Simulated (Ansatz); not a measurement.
Abridged Ansatz (an electronic-structure program) output:

```
Pseudopotential: Rb, paw, valence charge 9
Pseudopotential: Li, paw, valence charge 3
Pseudopotential: Sb, paw, valence charge 15
Pseudopotential: Cl, paw, valence charge 7
Crystal: 10 atoms, lattice volume = 272.845 Å³
Basis set: ecut = 420 eV, 5209 PW (Γ), exchange–correlation on 100×100×100 points (8 copies of the dense FFT grid, shifted against one another)
Bands: 49, of which v1, the nominal top of the filled ones, is band 39 counted from 1 (38 counted from 0)
Symmetry: 48 space group operations
k-points: 16 of 216
Functional: x = pbesol(κ = 0.804, μ = 0.12345679012345678), c = pbesol(β = 0.046)
SCF iter   1: F=—  HF=-19425.127684 eV  |F-HF|=—  |Δ(HF+E_count)|=         —  Δρ=3.78e-3  dr2=6.33e-2  ethr=1.77e-3  ⟨swp⟩=11.8  Hψ=4212  notcnv=0  defer=19
SCF iter   2: F=—  HF=-19425.106373 eV  |F-HF|=—  |Δ(HF+E_count)|=   2.13e-2  Δρ=1.34e-3  dr2=6.07e-3  ethr=8.12e-5  ⟨swp⟩=2.1  Hψ=1286  notcnv=0  defer=52
SCF 1 converged in 8 iterations: F = -19425.105296 eV  dr2 = 3.56e-10
SCF converged after 8 iterations
Free energy (F): -19425.105296 eV
Internal energy: -19425.105296 eV  (E = F + TS)
E sigma→0 (E₀):  -19425.105296 eV
Fermi energy:    4.784416 eV
--- Forces (eV/Å), atoms counted from 1 ---
  atom   1  Rb     0.00000000     0.00000000    -0.00000000
  atom   2  Rb     0.00000000     0.00000000    -0.00000000
  atom   3  Li     0.00000000    -0.00000000    -0.00000000
  atom   4  Sb    -0.00000000     0.00000000     0.00000000
  atom   5  Cl     0.00027651    -0.00000000    -0.00000000
  atom   6  Cl    -0.00027651     0.00000000    -0.00000000
  atom   7  Cl     0.00000000     0.00027651     0.00000000
  atom   8  Cl    -0.00000000    -0.00027651     0.00000000
  atom   9  Cl     0.00000000     0.00000000     0.00027651
  atom  10  Cl     0.00000000    -0.00000000    -0.00027651
--- Stress (GPa, compression-positive) ---
       -0.002321       0.000000       0.000000
        0.000000      -0.002321       0.000000
        0.000000       0.000000      -0.002321
  P = ⅓ Tr σ = -0.0023 GPa (-0.023 kbar)
```

**Question.** What was computed, and what are the main results?

**Answer.** Rb2LiSbCl6, 10 atoms in the cell, with PBEsol/PAW in Ansatz, spin-orbit coupling left out. The last SCF converged to F = -19425.105296 eV, or -1942.5105 eV per atom, at a pressure of 0.00 GPa. The total energy compares only with runs of the same code, potentials and settings.

Spin-orbit coupling, missing from the scalar runs, can matter with Sb. Whether these cells are dynamically stable was not tested. The cell is Rb2LiSbCl6 (space group Fm-3m, No. 225; a cell from a computed database, its experimental status unchecked).
